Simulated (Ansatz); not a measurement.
Take P in the black-P type structure (space group Cmce, No. 64; a = 3.302 Å, b = 10.691 Å, c = 4.467 Å; layered, stacked along the Cartesian y axis) as the base.

The values are results of Ansatz (a quantum-chemistry and plane-wave program), r2SCAN+rVV10, PAW, cutoff 500 eV, scalar-relativistic without spin-orbit coupling, not measurements.

For the base:

- Band gap = zero
- Volume per atom = 19.71 Å³

Perturbation: As takes the place of P on all its sites; the structure is relaxed again.

Tabulated Pauling electronegativity and covalent radius: P 2.19, 1.07 Å; As 2.18, 1.19 Å.

Task: Estimate the effect on the band gap and volume per atom.

Result: The band gap stays zero; the volume per atom increases by 3.82 Å³ (19.71 Å³ → 23.53 Å³).

Stability against distortions was not tested. Gaps under 0.05 eV, about the width of the smearing, are given as zero. This is not the structure that As has at room temperature and ambient pressure. A zero or small gap of P can be the functional's error rather than a property of the material.
